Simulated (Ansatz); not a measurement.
The reference is CdS in the zinc blende structure (space group F-43m, No. 216; a = 5.757 Å).

Computed with DFT with LDA, PAW potentials and a 420 eV plane-wave cutoff in Ansatz (a first-principles code), no spin-orbit coupling.

```csv
level,band gap,lattice parameter a
LDA,0.95 eV,5.757 Å
```

Measured: band gap 2.48 eV (0 K or low temperature; as listed in arXiv:1206.3780); lattice parameter a 5.832 Å (room temperature; as listed in arXiv:1206.3780).

Computed minus measured — band gap: LDA -1.53 eV; lattice parameter a: LDA -1.3 %. Measured values not marked as corrected hold thermal and zero-point effects that the static-lattice runs lack. A measured gap can be an optical one, lowered by exciton binding. Levels without spin-orbit coupling miss its lowering of the gap, often about a third of the valence-band splitting.

Gaps are Kohn–Sham eigenvalue differences; semilocal functionals usually give less than the measured gap. Whether these cells are dynamically stable was not tested.
